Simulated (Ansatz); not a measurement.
**A constructed model of the (111) surface of fcc Rh, (√3x√3)R30° layer of S, one a cell, on the site that continues the host's stacking (bottom of the slab: a bare face, its two planes held)**

Level of theory: PBE (plane waves to 420 eV, PAW; Ansatz, an electronic-structure program).

Model: 19-atom slab, 13.1 Å thick at the start with caps and adatoms (thin: gaps and levels are the slab's own), 9x9x1 mesh, Fermi-Dirac 0.1 eV, dipole correction, 6 atoms held, the rest relaxed; symmetry of the start imposed; no spin, no spin-orbit, no U. It is one candidate, not shown to be the stable structure of the face.

| Quantity | Result |
|---|---|
| work function of the top face | 5.16 eV |
| energy released by relaxation | 0.93 eV |
| cost | very roughly 6 core-minutes |
